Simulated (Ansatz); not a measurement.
Consider Sr3SbN in the anti-perovskite structure (space group Pm-3m, No. 221; a = 5.131 Å; a cell from a computed database, its experimental status unchecked). Axes: x, y, z lie along the cube axes.

The change: biaxial strain +4.76 %, plane normal [110], relaxed out of plane (Cartesian); in-plane vectors clamped, the third vector and the atoms free.

Levels (all Ansatz, a quantum-chemistry and plane-wave program, PAW): PBEsol (420 eV, without spin-orbit coupling); PBEsol+SOC (420 eV, noncollinear with spin-orbit coupling).

The geometry is relaxed with PBEsol.

| Item | Value |
|---|---|
| PBEsol valence-band top at Γ | 0.00, -0.13, -0.19 eV |
| PBEsol lowest conduction level above the VBM at special points | Γ 0.12 eV; Z 1.36 eV; S 1.37 eV; T 1.39 eV |
| PBEsol gap character | direct at Γ |

With PBEsol+SOC at the same geometry, the valence-band top at Γ (three highest Kramers pairs, from the VBM) goes from 0.00, -0.13, -0.19 eV to 0.00, -0.13, -0.25 eV; the lowest conduction level above the VBM at special points changes from Γ 0.12 eV; Z 1.36 eV; S 1.37 eV; T 1.39 eV to Γ 0.08 eV; Z 1.33 eV; S 1.34 eV; T 1.36 eV; the gap character stays direct at Γ.

Single points use the geometry relaxed with PBEsol. Differences between runs with and without spin-orbit coupling are approximate. Spin-orbit coupling, missing from the scalar runs, can matter with Sb. Stability against distortions was not tested. A zero or small gap of Sr3SbN can be the functional's error rather than a property of the material. Labels are those of the standard path for the cell's own space group.
